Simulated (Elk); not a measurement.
Band structure of LaAl2 (Fd-3m, 6 atoms in the cell).

```yaml
crystal:
  lattice:
    - [0.00000, 4.06447, 4.06447]
    - [4.06447, 0.00000, 4.06447]
    - [4.06447, 4.06447, 0.00000]
  atoms:
    - { symbol: La, position: [0.00000, 0.00000, 0.00000] }
    - { symbol: La, position: [0.25000, 0.25000, 0.25000] }
    - { symbol: Al, position: [0.62500, 0.62500, 0.62500] }
    - { symbol: Al, position: [0.12500, 0.62500, 0.62500] }
    - { symbol: Al, position: [0.62500, 0.62500, 0.12500] }
    - { symbol: Al, position: [0.62500, 0.12500, 0.62500] }
```

Method of the run: PBEsol, all-electron FP-LAPW, Elk's shipped species files, LAPW+lo basis run with Elk.

Settings: xctype = 22; rgkmax = 7.5; stype = 0; swidth = 0.00999582 Ha; ngridk = 5 5 5; gmaxvr = 16 1/bohr; nxoapwlo = 1; maxscl = 100.

The starting cell comes from a database of computed structures (which also holds hypothetical and non-ambient phases and stackings), without a prior relaxation at this level. Values depend on the basis (sphere radii, cutoffs, local orbitals), which need not be converged.

Levels in eV from the Fermi level, bands 25 to 32:
| point | 25 | 26 | 27 | 28 | 29 | 30 | 31 | 32 |
|---|---|---|---|---|---|---|---|---|
| Γ | -2.91 | -2.35 | -2.35 | -1.94 | -1.94 | -1.94 | 1.24 | 2.04 |
| X | -2.60 | -2.60 | -0.51 | -0.51 | 0.51 | 0.51 | 0.51 | 0.51 |
| W | -1.77 | -1.77 | -0.93 | -0.93 | 0.11 | 0.11 | 0.92 | 0.92 |
| K | -2.16 | -1.44 | -1.08 | -0.87 | 0.04 | 0.50 | 0.68 | 0.81 |
| L | -2.78 | -1.62 | -1.62 | -0.07 | 0.15 | 0.15 | 1.22 | 1.22 |
| U | -2.16 | -1.44 | -1.08 | -0.87 | 0.04 | 0.50 | 0.68 | 0.81 |

Bands cross the Fermi level along this path, so the cell is metallic at this level.
